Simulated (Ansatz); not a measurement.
**TiAl3, point defects**

Start from a 28-atom supercell of TiAl$_{3}$ (space group I4/mmm, No. 139; a = 3.816 Å, c = 8.551 Å) at its relaxed geometry.

One neutral defect a cell, atoms relaxed at fixed cell.

All numbers come from PBEsol, PAW, 420 eV (Ansatz, a first-principles code; scalar-relativistic without spin-orbit coupling).

| case | pressure | largest displacement of a host atom from its site in the perfect cell |
|---|---|---|
| perfect supercell | 0.0 GPa | – |
| B on a Al site | -2.4 GPa | 0.23 Å |
| Al vacancy | -0.6 GPa | 0.05 Å |
| Ti interstitial (started 1.91 Å from the nearest host atom) | 6.9 GPa | 0.93 Å |

The cell is small, so the values are those of an ordered compound at a high defect concentration; dilute-limit values will differ. The final runs are not spin-polarised.
